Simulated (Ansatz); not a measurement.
Consider VO₂ in the rutile structure (space group P4_2/mnm, No. 136; a = 4.5836 Å, c = 2.8386 Å; ferromagnetic).

All numbers come from Ansatz (a quantum-chemistry and plane-wave program) PBE, scalar-relativistic without spin-orbit coupling.

Base values:

The density is 4.62 g/cm³, the largest site moment is 0.83 μB and the shortest interatomic distance is 1.922 Å.

Modification: a hydrostatic pressure of 50 GPa.

Task: What happens to the density, largest site moment and shortest interatomic distance?

Result: The density rises by 0.77 g/cm³ (4.62 g/cm³ → 5.39 g/cm³); the largest site moment shrinks by 0.17 μB (0.83 μB → 0.66 μB); the shortest interatomic distance falls by 0.105 Å, from 1.922 Å to 1.817 Å.

The magnetic state is the one reached from the starting moments; the real material's order can differ, and small cells can't hold many antiferromagnetic ones. Load acts through the strain it causes; cell and atoms are relaxed under it. Whether these cells are dynamically stable was not tested. Competing high-pressure phases were not computed. No Hubbard U is applied, and correlation can decide whether such a compound is a metal.
